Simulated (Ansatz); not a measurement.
The parent structure is CdGeAs2 in the chalcopyrite structure (space group I-42d, No. 122; a = 5.942 Å, c = 11.312 Å). Axes: x, y, z lie along a, b, c of the conventional cell.

Level of theory: Ansatz (a program for electronic structure), PBEsol, PAW, cutoff 420 eV, no spin-orbit coupling.

One thing is altered: uniaxial strain ε_xx = +0.75 %, all other strain components held at zero, atoms relaxed at fixed cell.

Problem. Predict the new energy relative to the base and stress.

Solution. The energy grows by 0.4 meV/atom; the stress (xx, yy, zz, yz, xz, xy; compression positive) is (-0.66, -0.34, -0.35, 0.00, 0.00, 0.00) GPa.

Stability against distortions was not tested.
